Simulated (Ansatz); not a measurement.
A15 Nb3Sn (cubic form, which distorts at low temperature) was calculated with r²SCAN in Ansatz (plane waves, PAW).

Settings: plane-wave cutoff 560 eV, 10×10×10 k mesh, Fermi–Dirac smearing 0.05 eV, no spin polarisation, scalar-relativistic PAW data made under PBE.

Pressure at four volumes; x = ln(V/18.655 Å³). One pressure is withheld.

```csv
V (Å³/atom),x,P (GPa)
17.536,-0.0619,11.94
18.655,0.0000,0.01
19.401,0.0392,-6.14
19.774,0.0583,?
```

Q: Pass a parabola P(x) through the three rows shown, estimate the bulk modulus and its pressure derivative near zero pressure, and predict the withheld pressure.

A: Slopes between the rows: (0.01 − (11.94))/(0.0000 − (-0.0619)) = -192.73 and (-6.14 − (0.01))/(0.0392 − (0.0000)) = -156.89 GPa. Their difference over the span 0.1011 is c = 35.84/0.1011 = 354.5 GPa, so P(x) = 11.94 + (-192.73)(x − (-0.0619)) + 354.5 (x − (-0.0619))(x − (0.0000)). At the middle row B = −dP/dx = −[-192.73 + 354.5 × 0.0619] = 170.8 GPa, and B′ = dB/dP = 2c/B = 4.2. At x = 0.0583 the parabola gives -8.74 GPa; the run gives -8.78 GPa. The Birch–Murnaghan fit to the energies at all volumes has B0 = 170 GPa and B′ = 4.1.

Measured, for comparison: bulk modulus 165 GPa (4 K, not corrected to a static lattice; as tabulated in Lu and Klein (1997), arXiv:cond-mat/9704251). Computed less measured: bulk modulus +3.0 %. A static lattice is as a rule a little smaller and stiffer than an uncorrected measurement, which can account for part of this in the bulk modulus.

Note: symmetry holds this phase in the static calculation, where it need not be a minimum.

Spin–orbit coupling is not included.

Ansatz is an electronic-structure program.
